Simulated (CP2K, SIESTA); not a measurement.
A SIESTA input for a self-consistent single point of LiNiS2 (P1, 8 atoms in the cell) (DFT, GGA PBEsol, numerical atomic orbitals TZP, PseudoDojo PBEsol standard norm-conserving potentials (rewritten from UPF to PSML)):

```
# files in the folder: Li.psml Ni.psml S.psml (PseudoDojo PBEsol standard)
SystemName  LiNiS2
SystemLabel LiNiS2

NumberOfAtoms                8
NumberOfSpecies              3
%block ChemicalSpeciesLabel
  1 3 Li
  2 28 Ni
  3 16 S
%endblock ChemicalSpeciesLabel
LatticeConstant              5.772621 Ang
%block LatticeVectors
     1.000000000    0.000000000    0.000000000
     0.000000000    0.594839155    0.000000000
    -0.001435223    0.000000000    1.030427253
%endblock LatticeVectors
AtomicCoordinatesFormat      Ang
%block AtomicCoordinatesAndAtomicSpecies
     2.880487466    0.853682596    4.462508119  1
     2.901547533    2.605044823    1.464933002  1
     0.027043729    2.562180935    1.488589256  2
     0.026042037    0.897150829    4.487229112  2
     1.161714892    0.772126863    2.471546161  3
     4.480198727    2.644303241    3.470158902  3
     4.576285474    0.817713740    0.509938896  3
     1.231397369    2.582924406    5.438160553  3
%endblock AtomicCoordinatesAndAtomicSpecies

XC.functional                GGA
XC.authors                   PBEsol
PAO.BasisSize                TZP
PAO.EnergyShift              0.005 Ry
PAO.Polarization.NonPerturbative true
MeshCutoff                   300 Ry
%block kgrid.MonkhorstPack
    4   0   0  0.0
    0   7   0  0.0
    0   0   4  0.0
%endblock kgrid.MonkhorstPack
OccupationFunction           MP
OccupationMPOrder            0
ElectronicTemperature        0.136 eV

MaxSCFIterations             150
SCF.Mixer.Method             Pulay
SCF.Mixer.Weight             0.25
SCF.Mixer.History            8
SCF.DM.Tolerance             1.0E-05
Diag.ParallelOverK           true
WriteForces                  true
Charge.Mulliken              end
```

Question: Translate this input to CP2K.

Answer: This is the input that was run; spellings and numerical settings could be chosen otherwise.

```
&GLOBAL
  PROJECT linis2
  RUN_TYPE ENERGY_FORCE
  PRINT_LEVEL LOW
&END GLOBAL
&FORCE_EVAL
  METHOD Quickstep
  STRESS_TENSOR ANALYTICAL
  &DFT
    BASIS_SET_FILE_NAME BASIS_MOLOPT
    POTENTIAL_FILE_NAME GTH_POTENTIALS
    &QS
      METHOD GPW
      EPS_DEFAULT 1E-10
    &END QS
    &MGRID
      CUTOFF 600
      REL_CUTOFF 50
      NGRIDS 5
    &END MGRID
    &SCF
      SCF_GUESS ATOMIC
      EPS_SCF 1E-6
      MAX_SCF 100
      ADDED_MOS 11
      &DIAGONALIZATION
        ALGORITHM STANDARD
      &END DIAGONALIZATION
      &MIXING
        METHOD BROYDEN_MIXING
        ALPHA 0.2
        NBUFFER 12
      &END MIXING
      &SMEAR ON
        METHOD GAUSSIAN
        SIGMA [eV] 0.136
      &END SMEAR
    &END SCF
    &KPOINTS
      SCHEME MONKHORST-PACK 4 7 4
      GAMMA_CENTERED T
    &END KPOINTS
    &XC
      &XC_FUNCTIONAL
        &PBE
          PARAMETRIZATION PBESOL
        &END PBE
      &END XC_FUNCTIONAL
    &END XC
    &PRINT
      &MO
        EIGENVALUES T
        OCCUPATION_NUMBERS T
        NDIGITS 8
        FILENAME mo
        &EACH
          QS_SCF 0
        &END EACH
        ADD_LAST NUMERIC
      &END MO
      &MULLIKEN OFF
      &END MULLIKEN
    &END PRINT
  &END DFT
  &SUBSYS
    &CELL
      A 5.77262100 0.00000000 0.00000000
      B 0.00000000 3.43378100 0.00000000
      C -0.00828500 0.00000000 5.94826600
      PERIODIC XYZ
    &END CELL
    &COORD
      SCALED
      Li       0.50006800     0.24861300     0.75022000
      Li       0.50299300     0.75865200     0.24627900
      Ni       0.00504400     0.74616900     0.25025600
      Ni       0.00559400     0.26127200     0.75437600
      S        0.20184200     0.22486200     0.41550700
      S        0.77694900     0.77008500     0.58339000
      S        0.79288000     0.23813800     0.08572900
      S        0.21462900     0.75221000     0.91424300
    &END COORD
    &KIND Li
      BASIS_SET DZVP-MOLOPT-SR-GTH-q3
      POTENTIAL GTH-PBE-q3
    &END KIND
    &KIND Ni
      BASIS_SET DZVP-MOLOPT-SR-GTH-q18
      POTENTIAL GTH-PBE-q18
    &END KIND
    &KIND S
      BASIS_SET DZVP-MOLOPT-SR-GTH-q6
      POTENTIAL GTH-PBE-q6
    &END KIND
  &END SUBSYS
  &PRINT
    &FORCES ON
    &END FORCES
    &STRESS_TENSOR ON
    &END STRESS_TENSOR
  &END PRINT
&END FORCE_EVAL
```

Basis, cutoffs, solver keys and any potentials are the target program's own. This input uses DFT PBEsol, GPW, DZVP-MOLOPT-SR-GTH basis, GTH-PBE potentials (GTH_POTENTIALS).

The starting cell comes from a database of computed structures (which also holds hypothetical and non-ambient phases and stackings), without a prior relaxation at this level. Its lattice was rescaled by a random factor within 2.5 % of one. For this run, on top of that: atoms moved at random.
